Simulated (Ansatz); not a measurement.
The parent structure is LuP in the zinc blende structure (space group F-43m, No. 216; a = 6.1606 Å; a hypothetical phase, not in the database extracts checked).

(Cell as relaxed with PBE.)

Levels (all Ansatz, a quantum-chemistry and plane-wave program, PAW): PBE (420 eV, no SOC); r2SCAN (500 eV, no SOC).

Each level relaxes its own structure.

```
base                      PBE    r2SCAN
-------------------  --------  --------
volume per atom      29.23 Å³  28.89 Å³
lattice parameter a   6.161 Å   6.137 Å
band gap              1.69 eV   1.98 eV
```

The change: an isotropic linear strain of +0.65 %; the atoms relax in the strained cell.

| quantity | PBE | r2SCAN |
|---|---|---|
| band gap | 1.72 eV | … |
| electron mass | 1.9 mₑ along k, 2.3 mₑ across (at X) | … |
| pressure | -1.11 GPa | … |
| shift of the gap caused by the change | +0.03 eV | … |

Problem. Given the PBE results, estimate those of r2SCAN.

Solution. 
- band gap, r2SCAN: 2.01 eV
- electron mass, r2SCAN: 1.6 mₑ along k, 2.2 mₑ across (at X)
- pressure, r2SCAN: -1.18 GPa
- shift of the gap caused by the change, r2SCAN: +0.03 eV

PBE's band gap lies 0.29 eV below r2SCAN's; PBE's pressure lies 0.079 GPa above r2SCAN's; the two agree on the shift of the gap caused by the change. Neither level is exact; r2SCAN is the comparison here, not a measurement.

Masses are band curvatures over ±0.01 Å⁻¹ around the edge. Along k means along the line from Γ to the band edge. Whether these cells are dynamically stable was not tested.
